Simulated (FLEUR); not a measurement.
## Input and output of a self-consistent single point for BiPd3 (Fm-3m, 4 atoms in the cell) (FLEUR)

Computed with PBEsol, all-electron FLAPW (FLEUR), scalar-relativistic valence.

Input:

Input of the input generator:

```
BiPd3 crystal
&input film=f /
0.0000000000 6.1663369714 6.1663369714
6.1663369714 0.0000000000 6.1663369714
6.1663369714 6.1663369714 0.0000000000
1.0
1.0 1.0 1.0

4
83 0.5000000000 0.5000000000 0.5000000000
46 0.7500000000 0.7500000000 0.7500000000
46 0.2500000000 0.2500000000 0.2500000000
46 0.0000000000 0.0000000000 0.0000000000

&comp jspins=1 /
&exco xctyp='PBEs' /
&kpt div1=7 div2=7 div3=7 /
&end /
```

```xml
<?xml version="1.0" encoding="UTF-8" standalone="no"?>
<fleurInput fleurInputVersion="0.39">
   <comment>
      BiPd3 crystal                                                                                       
   </comment>
   <calculationSetup>
      <cutoffs Kmax="4.0" Gmax="14.0" GmaxXC="14.0" numbands="0"/>
      <scfLoop itmax="60" minDistance="0.00001" maxIterBroyd="99" imix="Anderson" alpha="0.05" precondParam="0.0" spinf="2.0"/>
      <coreElectrons ctail="T" frcor="F" kcrel="0" coretail_lmax="0"/>
      <xcFunctional name="PBEs" relativisticCorrections="F"/>
      <magnetism jspins="1"/>
      <soc l_soc="F" theta="0.0" phi="0.0" spav="F"/>
      <expertModes spex="0" secvar="F"/>
      <geometryOptimization l_f="T" forcealpha="1.0" forcemix="BFGS" epsdisp="0.00001" epsforce="0.00001"/>
      <ldaU l_linMix="F" mixParam="0.05" spinf="1.0"/>
   </calculationSetup>
   <cell>
      <bzIntegration valenceElectrons="63.0" mode="hist" fermiSmearingEnergy="0.00367493">
         <kPointListSelection listName="default-1"/>
         <!-- k-points included here -->
         <xi:include xmlns:xi="http://www.w3.org/2001/XInclude" href="kpts.xml"> </xi:include>
      </bzIntegration>
      <!-- symmetry operations included here -->
      <xi:include xmlns:xi="http://www.w3.org/2001/XInclude" href="sym.xml"> </xi:include>
      <bulkLattice scale="1.0">
         <bravaisMatrix>
            <row-1>    0.0000000000000000     6.1663369713999998     6.1663369713999998</row-1>
            <row-2>    6.1663369713999998     0.0000000000000000     6.1663369713999998</row-2>
            <row-3>    6.1663369713999998     6.1663369713999998     0.0000000000000000</row-3>
         </bravaisMatrix>
      </bulkLattice>
   </cell>
   <atomSpecies>
      <species name="Bismuth (Bi)" element="Bi" atomicNumber="83">
         <mtSphere radius="2.44" gridPoints="859" logIncrement="0.016"/>
         <atomicCutoffs lmax="10" lnonsphr="8"/>
         <electronConfig flipSpins="F">
            <coreConfig>(1s1/2) (2s1/2) (2p1/2) (2p3/2) (3s1/2) (3p1/2) (3p3/2) (4s1/2) (3d3/2) (3d5/2) (4p1/2) (4p3/2) (5s1/2) (4d3/2) (4d5/2) (5p1/2) (5p3/2) (4f5/2) (4f7/2)</coreConfig>
            <valenceConfig>(6s1/2) (5d3/2) (5d5/2) (6p1/2) (6p3/2)</valenceConfig>
            <stateOccupation state="(6p1/2)" spinUp="0.5" spinDown="0.5"/>
            <stateOccupation state="(6p3/2)" spinUp="1.0" spinDown="1.0"/>
         </electronConfig>
         <energyParameters s="6" p="6" d="6" f="5"/>
         <lo type="SCLO" l="2" n="5" eDeriv="0"/>
      </species>
      <species name="Palladium (Pd)" element="Pd" atomicNumber="46">
         <mtSphere radius="2.44" gridPoints="859" logIncrement="0.015"/>
         <atomicCutoffs lmax="10" lnonsphr="8"/>
         <electronConfig flipSpins="F">
            <coreConfig>(1s1/2) (2s1/2) (2p1/2) (2p3/2) (3s1/2) (3p1/2) (3p3/2) (4s1/2) (3d3/2) (3d5/2)</coreConfig>
            <valenceConfig>(4p1/2) (4p3/2) (5s1/2) (4d3/2) (4d5/2)</valenceConfig>
            <stateOccupation state="(5s1/2)" spinUp="0.5" spinDown="0.5"/>
            <stateOccupation state="(4d3/2)" spinUp="1.8" spinDown="1.8"/>
            <stateOccupation state="(4d5/2)" spinUp="2.7" spinDown="2.7"/>
         </electronConfig>
         <energyParameters s="5" p="5" d="4" f="4"/>
         <lo type="SCLO" l="1" n="4" eDeriv="0"/>
      </species>
   </atomSpecies>
   <atomGroups>
      <atomGroup species="Bismuth (Bi)">
         <relPos label="                   1">1.000/2.000 1.000/2.000 1.000/2.000</relPos>
         <force calculate="T" relaxXYZ="TTT"/>
      </atomGroup>
      <atomGroup species="Palladium (Pd)">
         <relPos label="                   2">-1.000/4.000 -1.000/4.000 -1.000/4.000</relPos>
         <relPos label="                   3">1.000/4.000 1.000/4.000 1.000/4.000</relPos>
         <force calculate="T" relaxXYZ="TTT"/>
      </atomGroup>
      <atomGroup species="Palladium (Pd)">
         <relPos label="                   4">.0000000000 .0000000000 .0000000000</relPos>
         <force calculate="T" relaxXYZ="TTT"/>
      </atomGroup>
   </atomGroups>
   <output dos="F" band="F" slice="F">
      <checks vchk="F" cdinf="F"/>
      <bandDOS minEnergy="-.5*Htr" maxEnergy="0.5*Htr" sigma="0.015" storeEVData="T"/>
      <vacuumDOS vacdos="F" integ="F" star="F" nstars="0" locx1="0.0" locy1="0.0" locx2="0.0" locy2="0.0" nstm="0" tworkf="0.0"/>
      <unfoldingBand unfoldBand="F" supercellX="1" supercellY="1" supercellZ="1"/>
      <plotting iplot="0" polar="F">
         <plot TwoD="T" vec1="  1.0  0.0  0.0" vec2="  0.0  1.0  0.0" vec3="  0.0  0.0  1.0" zero="  0.0  0.0  0.0" file="plot"/>
      </plotting>
      <chargeDensitySlicing numkpt="0" minEigenval="0.0" maxEigenval="0.0" nnne="0" pallst="F"/>
      <specialOutput eonly="F"/>
      <magneticCircularDichroism mcd="F" energyLo="-10.0" energyUp="0.0"/>
   </output>
  <!-- We include the file relax.xml here to enable relaxations (see documentation) -->
  <xi:include xmlns:xi="http://www.w3.org/2001/XInclude" href="relax.xml"> <xi:fallback/> </xi:include>
</fleurInput>
```

The program printed (abridged):

```
      Welcome to FLEUR        (www.flapw.de)
      MaX-Release 8.1          (www.max-centre.eu)

 ========== k-point set info ==========
 Selected k-point list: default-1
 k-point list type: mesh
 7 x 7 x 7
 Number of k points: 20

 ------------Calculation Setup---------------------------
           1           2           4           5          10          20
 Number of basis functions:          551
 Iteration:     1   Distance:       8.46801960 me/bohr^3
 Iteration:     2   Distance:       7.47134052 me/bohr^3
 Iteration:     3   Distance:       3.77072954 me/bohr^3
 Iteration:     4   Distance:       2.39406727 me/bohr^3
 Iteration:     5   Distance:       1.06765649 me/bohr^3
 Iteration:     6   Distance:       0.70067853 me/bohr^3
   [... 6 lines left out ...]
 Iteration:    13   Distance:       0.00087269 me/bohr^3
 Iteration:    14   Distance:       0.00032454 me/bohr^3
 Iteration:    15   Distance:       0.00019793 me/bohr^3
 Iteration:    16   Distance:       0.00004007 me/bohr^3
 Iteration:    17   Distance:       0.00000700 me/bohr^3

 Run finished successfully
 Stop message:
   Structural relaxation: Done

[file out, last iteration]
             iter=     18
          p o t e n t i a l   g e n e r a t o r
[...]
          integral of pseudo charge density inside the slab=        0.000000   0.000000
     coulomb potential in the interstitial region:
          density-coulomb potential integrals
          total density-coulomb potenti   -62347.1583322926
          density-effective potential integrals for spin  1
          total density-effective poten   -6.3423843804E+04
          charge density-energy density integrals
          total charge density-energy d   -8.1827232285E+02
 Updated energy parameters for spin:           1
  Atom    1 6s branch from -5.21 to  0.83 htr. ; e_l = -0.0337
  Atom    1 6p branch from -2.93 to  1.83 htr. ; e_l =  0.2475
  Atom    1 6d branch from -0.33 to  3.40 htr. ; e_l =  0.4441
  Atom    1 5f branch from -5.01 to  2.10 htr. ; e_l =  0.5813
  Atom    1 5d branch from-15.17 to -0.33 htr. ; e_l(l -0.4184
  Atom    2 5s branch from -2.67 to  1.89 htr. ; e_l =  0.2995
  Atom    2 5p branch from -1.39 to  2.58 htr. ; e_l =  0.4355
  Atom    2 4d branch from-11.51 to  0.51 htr. ; e_l =  0.3190
  Atom    2 4f branch from -9.99 to  2.45 htr. ; e_l =  0.7327
  Atom    2 4p branch from-18.49 to -1.39 htr. ; e_l(l -1.4240
  Atom    3 5s branch from -2.65 to  1.90 htr. ; e_l =  0.3228
  Atom    3 5p branch from -1.38 to  2.59 htr. ; e_l =  0.4595
  Atom    3 4d branch from-11.49 to  0.53 htr. ; e_l =  0.3369
  Atom    3 4f branch from -9.99 to  2.47 htr. ; e_l =  0.7571
  Atom    3 4p branch from-18.48 to -1.38 htr. ; e_l(l -1.4082
[...]
 fermi energy and band-weighting factors:
at   0.42857   0.42857   0.42857   k-weight:    0.023324
   48 eigenvalues :
   -1.420060   -1.420060   -1.419954   -1.419574   -1.419574   -1.419522   -1.403604   -1.403369
   -1.403369   -0.422528   -0.422241   -0.422241   -0.420850   -0.420850   -0.010796    0.194559
    0.240025    0.240025    0.280551    0.282232    0.282232    0.304280    0.304280    0.322196
    0.322196    0.328787    0.364619    0.364619    0.369352    0.369352    0.387070    0.451557
    0.511234    0.511234    0.582648    0.582648    0.619709    0.722085    0.789705    0.789705
    0.842320    0.860283    0.860283    0.958218    1.004353    1.004353    1.038837    1.071846
   [... 2 blocks of this kind left out ...]

[...]
FERMIE:
          first approx. to ef    (T=0)  :   0.410367 htr   (energy of the highest occ. eigenvalue)
          number of occ. states  (T=0)  :        629
          first approx. to seigv (T=0)  : -19.346723 htr
          sum of weights of occ. states :  31.501458
          sum of semicore charge        :   0.000000 e
FERHIS:  Fermi-Energy by histogram:
          bandgap                     :   0.000505 htr
          charge neutrality (T=0)     :   0.002915    (zero if the highest occ. eigenvalue is "entirely" occupied)
     EF_NEWTON:  Adjust Fermi-Energy by Newton-Method.
               Number of iterations needed  :   4
               The error in the weight is   : -0.46563E-12
               The error in ef is           :  0.13758E-13 htr
     -->  new fermi energy            :   0.411770 htr
          valence charge              :  63.000000 e
          actual charge blw ef-8kt    :  60.215743 e
          actual charge blw ef+8kt    :  63.000000 e
          number of occ. states       :       638
          sum of the valence weights  :   31.500000
          entropy         :   0.770123 *kb htr/K =   0.00000 htr/K
          sum of val. single particle energies:       -19.3469833187 htr
 Direct bandgap for spin            1 :    2.1588954864730669E-002  Htr
 at k-point            3  with k-vector   0.14285714285714285       0.42857142857142855       0.42857142857142855
          valence density: spin= 1
[...]
     l-like charge
     atom     s        p        d        f        total
 -->  1    1.30944  1.04906  9.85828  0.03853   12.26289
 -->  2    0.30061  6.21190  8.17835  0.02193   14.71800
 -->  3    0.29154  6.18982  8.16382  0.02192   14.67281
          total charge for spin  1=   63.000000
          interst. charge =       6.628302
          mt charge=             12.262886   14.718001   14.672810
          total charge  =   63.000000
          z= 83.     r(1)=  0.266315E-05     dx= 0.016000     m.t.index= 859
               n    l     j    energy       weight
               1.   0.   0.5-3324.9513      2.0000
               2.   0.   0.5 -596.4015      2.0000
               2.   1.   0.5 -572.9546      2.0000
   [... 16 lines left out ...]
          atom type    1  (spin 1)
          kinetic energy=  0.250882422762E+05     sum of the eigenvalues= -0.133526468529E+05
          0.00401049  electrons lost from core.
   [... 2 blocks of this kind left out ...]

          total charge for spin  1=  221.000000
          interst. charge =       6.636905
          mt charge=             80.258892   44.716464   44.671274
          total charge  =  221.000000
          zc=   221.000000     qfix=    1.000000
     t o t a l  e n e r g y
          sum of eigenvalues =            -22382.0656826116
          density-coulomb potential int   -62347.1583322926
          density-effective potential i   -63423.8438044125
          charge density-ex.-corr.energ     -818.2723228470
          el.-nucl. inter. diff. m.t.      27324.3717893780
          Madelung term for atom type:       -58.2062437511
          el.-nucl. inter. diff. m.t.      12208.0233202597
          Madelung term for atom type:       -43.1360067266
          el.-nucl. inter. diff. m.t.       6103.4569821422
          Madelung term for atom type:       -22.4500364142
 ---->    total energy=                   -36709.7177458643 htr
 ---->    (input%tkb*entropy) TS=              0.0028301474 htr
 ---->    free energy=                    -36709.7205760117 htr
      extrapolation for T->0
 ---->    total electron energy=          -36709.7191609380 htr
 ***** TOTAL FORCES ON ATOMS *****
 TOTAL FORCE FOR ATOM TYPE=  1  X=  6.166   Y=  6.166   Z=  6.166
                       FX_TOT= 0.000000 FY_TOT= 0.000000 FZ_TOT= 0.000000
 TOTAL FORCE FOR ATOM TYPE=  2  X= -3.083   Y= -3.083   Z= -3.083
                       FX_TOT= 0.000000 FY_TOT= 0.000000 FZ_TOT= 0.000000
 TOTAL FORCE FOR ATOM TYPE=  3  X=  0.000   Y=  0.000   Z=  0.000
                       FX_TOT= 0.000000 FY_TOT= 0.000000 FZ_TOT= 0.000000
 Structural relaxation: Done
```

The run converged in 17 iterations. FLEUR gives forces in its relaxation mode, with a further iteration, so its stop message speaks of a relaxation.

The starting cell comes from a database of computed structures (which also holds hypothetical and non-ambient phases and stackings), without a prior relaxation at this level. Spin-orbit coupling is off. Spin polarisation is off. Values depend on the basis (sphere radii, cutoffs, local orbitals), which need not be converged. The log's line on a gap gives a spacing of levels on this mesh, which the program prints for metals too.

Cost on one core of a shared machine: roughly 2 min.
